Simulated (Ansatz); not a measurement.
## Ansatz run on YOs₃ (Pm-3n, 8 atoms in the cell): self-consistent single point

Level of theory: revPBE, default PAW files made with PBE (plane waves; Ansatz, an electronic-structure program).

The input file:

Ansatz 0.2 input:
```yaml
crystal:
  lattice:
    - [4.90328400, 0.00000000, 0.00000000]
    - [0.00000000, 4.90328400, 0.00000000]
    - [0.00000000, 0.00000000, 4.90328400]
  atoms:
    - { symbol: Os, position: [0.25000000, 0.00000000, 0.50000000] }
    - { symbol: Os, position: [0.75000000, 0.00000000, 0.50000000] }
    - { symbol: Os, position: [0.00000000, 0.50000000, 0.25000000] }
    - { symbol: Os, position: [0.00000000, 0.50000000, 0.75000000] }
    - { symbol: Os, position: [0.50000000, 0.25000000, 0.00000000] }
    - { symbol: Os, position: [0.50000000, 0.75000000, 0.00000000] }
    - { symbol: Y, position: [0.00000000, 0.00000000, 0.00000000] }
    - { symbol: Y, position: [0.50000000, 0.50000000, 0.50000000] }
basis:
  ecutwfc: 420.0
kpoints:
  mp_grid: { grid: [5, 5, 5] }
hamiltonian:
  xc: revpbe
  pseudopotentials: { kind: paw }
scf:
  occupations: { method: methfessel_paxton, width: 0.272 }
output:
  forces: true
  eigenvalues: true
  stress: true
```

The program printed (abridged):

```
WARN ansatz: RAYON_NUM_THREADS=1 ignored (pool sized by the plan → 1); use --threads N
Pseudopotentials: kind: paw
Pseudopotential: Os, paw, valence charge 16
Pseudopotential: Y, paw, valence charge 11
Crystal: 8 atoms, lattice volume = 117.886 Å³
Basis set: ecut = 420 eV, 2325 PW (Γ), exchange–correlation on 72×72×72 points (8 copies of the dense FFT grid, shifted against one another)
Bands: 71, of which v1, the nominal top of the filled ones, is band 59 counted from 1 (58 counted from 0)
Symmetry: 48 space group operations
Space group: Pm-3n (ITA 223), of the structure as read, at distance tolerance 4.9e-5 Å
k-points: 10 of 125
PAW frozen core: Os, regenerated for the run's functional, and the local potential with it
PAW frozen core: Y, regenerated for the run's functional, and the local potential with it
Initial density: superposition of atomic densities (neutral atoms: chi_scale 0, normalization atom), corrected by the library's trained network
Initial wavefunctions: pseudopotential atomic-orbital guess
Eigensolver: davidson
Functional: x = revpbe(κ = 1.245, μ = 0.2195149727645171), c = pbe(β = 0.06672455060314922)
SCF iter   1: F=—  HF=-76061.434840 eV  |F-HF|=—  |Δ(HF+E_count)|=         —  Δρ=1.24e-2  dr2=9.57e-2  ethr=1.77e-3  ⟨swp⟩=5.0  Hψ=2236  notcnv=0
all-band conjugate gradients solve this SCF's bands
preconditioner: auto → Kerker (q_TF=auto, 2.729 Å⁻¹)
SCF iter   2: F=—  HF=-76061.422480 eV  |F-HF|=—  |Δ(HF+E_count)|=   1.24e-2  S|Δr|=    0.00e0  Δρ=6.85e-3  dr2=3.00e-2  ethr=8.11e-5  ⟨swp⟩=1.2  Hψ=824  notcnv=0
SCF iter   3: F=—  HF=-76061.417010 eV  |F-HF|=—  |Δ(HF+E_count)|=   5.47e-3  S|Δr|=    0.00e0  Δρ=7.11e-4  dr2=3.90e-4  ethr=2.54e-5  ⟨swp⟩=2.0  Hψ=928  notcnv=0
SCF iter   4: F=—  HF=-76061.416945 eV  |F-HF|=—  |Δ(HF+E_count)|=   6.54e-5  S|Δr|=    0.00e0  Δρ=1.27e-4  dr2=1.76e-5  ethr=3.30e-7  ⟨swp⟩=2.0  Hψ=954  notcnv=0
SCF iter   5: F=—  HF=-76061.416923 eV  |F-HF|=—  |Δ(HF+E_count)|=   2.17e-5  S|Δr|=    0.00e0  Δρ=3.44e-5  dr2=7.98e-7  ethr=1.49e-8  ⟨swp⟩=2.0  Hψ=929  notcnv=0
SCF iter   6: F=-76061.416923 eV  HF=-76061.416923 eV  |F-HF|=5.41e-9  |Δ(HF+E_count)|=   4.03e-9  S|Δr|=    0.00e0  Δρ=5.57e-6  dr2=1.80e-8  ethr=8.47e-11  ⟨swp⟩=8.4  Hψ=2619  notcnv=0
SCF 1 converged in 6 iterations: F = -76061.416923 eV  dr2 = 1.80e-8
SCF converged after 6 iterations
Stability not checked (fill_not_monotonic)
Free energy (F): -76061.416923 eV
Harris-Foulkes:  -76061.416923 eV  (|F-HF|=5.41e-9)
Internal energy: -76061.455874 eV  (E = F + TS)
E sigma→0 (E₀):  -76061.426661 eV
Entropy (-TS):   0.038950 eV (4.869 meV/atom)
Fermi energy:    23.774359 eV
--- Per-component energies (eV) ---
  E_band       = -460.611228
  E_kinetic    = 4046.960887
  E_local      = -5994.793610  (includes V_loc(G=0)·N_el)
  E_nonlocal   = 92.488615
  E_hartree    = 2443.901133
  E_xc         = -1966.131963
  E_vxc        = -2125.892358  (∫ρ·V_xc dr)
  E_paw        = -59792.270574  (= ΣΔE_a)
  E_vpaw       = -1367.174928  (= ΣTr[D̂ρ^β])
  E_aug_tail   = -0.000582  (compensation charges beyond the density's cutoff)
  E_ewald      = -14891.401268
  E_core_change = -0.208511  (= ΣΔE_core)
  E_smearing   = 0.038950  (= −TS)
  E_closure    = -0.000000  (closes the sum)
  Σ components = -76061.416923   (vs F -76061.416923, Δ=0.00e0)
--- Forces (eV/Å), atoms counted from 1 ---
  atom   1  Os     0.00000000    -0.00000000     0.00000000
   [... zero for the other atoms too ...]
  max |Σ_I F_I| component: 9.83e-18 eV/Å
--- Stress (GPa, compression-positive) ---
       50.752902      -0.000000       0.000000
       -0.000000      50.752902       0.000000
        0.000000       0.000000      50.752902
  P = ⅓ Tr σ = 50.7529 GPa (507.529 kbar)
  The stress holds the Pulay correction. Without it, at fixed plane waves, as pw.x and ABINIT print it: P = 50.6808 GPa
--- Band table (eV; the first three rows and the last of 10) ---
  k-point 0: bands = ["-62.3127", "-62.2887", "-62.2887", "-62.1782", "-62.1782", "-62.1782", "-22.6697", "-22.6697", "-22.5826", "-21.8927", "-21.8927", "-21.8927", "-21.6377", "-21.6377", "-21.6377", "-21.6312", "-21.6312", "-21.6312", "-21.5569", [...]
  k-point 1: bands = ["-62.3082", "-62.2904", "-62.2804", "-62.1895", "-62.1782", "-62.1782", "-22.6655", "-22.6325", "-22.4989", "-21.8881", "-21.8881", "-21.8687", "-21.6687", "-21.6687", "-21.6640", "-21.6241", "-21.5965", "-21.5965", "-21.5654", [...]
  k-point 2: bands = ["-62.3010", "-62.2948", "-62.2541", "-62.2187", "-62.1782", "-62.1782", "-22.6543", "-22.6391", "-22.1648", "-21.8809", "-21.8809", "-21.8066", "-21.7385", "-21.7135", "-21.6835", "-21.6835", "-21.6056", "-21.5900", "-21.5900", [...]
  k-point 9: bands = ["-62.2592", "-62.2544", "-62.2544", "-62.2201", "-62.2201", "-62.2176", "-22.1843", "-22.1843", "-22.1661", "-21.8582", "-21.8550", "-21.7835", "-21.7835", "-21.7582", "-21.6805", "-21.6799", "-21.6799", "-21.6354", "-21.6354", [...]
```

The run converged in 6 iterations.

The starting cell was generated: these elements placed on a structure prototype, without a prior relaxation; it need not be a known phase or ordering of this composition. Spin-orbit coupling is off. Spin polarisation is off. With a pressure of about 51 GPa the cell is away from its equilibrium volume at this level. Ansatz's pressure includes its estimate of the finite-basis (Pulay) stress.
